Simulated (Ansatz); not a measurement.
The starting structures come from a database of crystals and need not be the phases stable at ambient conditions.

# Evanescent states of VCu3Te4 (P-43m, not sure to be the ambient phase, 8 atoms a cell, 25.6 Å³ an atom, -2 GPa at this level) along the normal of (111)

Method: PBEsol (plane waves, PAW; Ansatz, a first-principles code).

The gap is the functional's own. No spin-orbit coupling. Mid-gap values are interpolated on the energy grid.

Energies count from the valence-band top; κ is the least over a 6×6 mesh across the current.

```json
[
 {"E (eV)": "0.03", "κ (1/Å)": "0.047", "where": "Γ"},
 {"E (eV)": "0.07", "κ (1/Å)": "0.079", "where": "Γ"},
 {"E (eV)": "0.12", "κ (1/Å)": "0.101", "where": "Γ"},
 {"E (eV)": "0.17", "κ (1/Å)": "0.117", "where": "Γ"},
 {"E (eV)": "0.23", "κ (1/Å)": "0.131", "where": "Γ"},
 {"E (eV)": "0.28", "κ (1/Å)": "0.143", "where": "Γ"},
 {"E (eV)": "0.33", "κ (1/Å)": "0.153", "where": "Γ"},
 {"E (eV)": "0.38", "κ (1/Å)": "0.163", "where": "Γ"},
 {"E (eV)": "0.42", "κ (1/Å)": "0.171", "where": "Γ"},
 {"E (eV)": "0.47", "κ (1/Å)": "0.172", "where": "off Γ"},
 {"E (eV)": "0.53", "κ (1/Å)": "0.112", "where": "off Γ"}
]
```

How thick must the barrier be to attenuate the transmission by 10^6 when the electrodes' Fermi level lies at 0.28 eV, and what attenuation does that film give at 0.17 eV?

d = 6 ln 10 / (2 × 0.143) = 48.3 Å. At 0.17 eV it gives 6 × 0.117/0.143 = 4.9 decades.
